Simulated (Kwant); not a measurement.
System: wire with a row of barriers in a ZnO two-dimensional gas. Effective mass 0.3 mₑ, grid spacing 5 nm, hard walls, nominal width 100 nm (19 grid rows, so walls 100 nm apart), one parabolic valley, scattering region 500 nm long along x; energies count from the band bottom; Fermi energy swept from 0.00010027 to 0.0011908 eV. 3 barrier(s) across the wire, height 0.0055 eV, thickness 15 nm (about 3 grid columns), spaced by 80 nm.

The device is made up for the run: typed textbook-type constants, with dimensions and the other settings drawn at random.

Model: effective-mass tight-binding model on a square grid, one spin, coherent transport at 0 K (Kwant). Conductance is in e²/h.

### Question
How many channels do the leads carry at E = 0.738, 0.827 meV?

### Answer
The hard-wall thresholds are n² ħ²π²/(2mW²) = n² × 0.125 meV with W = 100 nm. √(0.738/0.125) = 2.43, so 2. √(0.827/0.125) = 2.57, so 2.
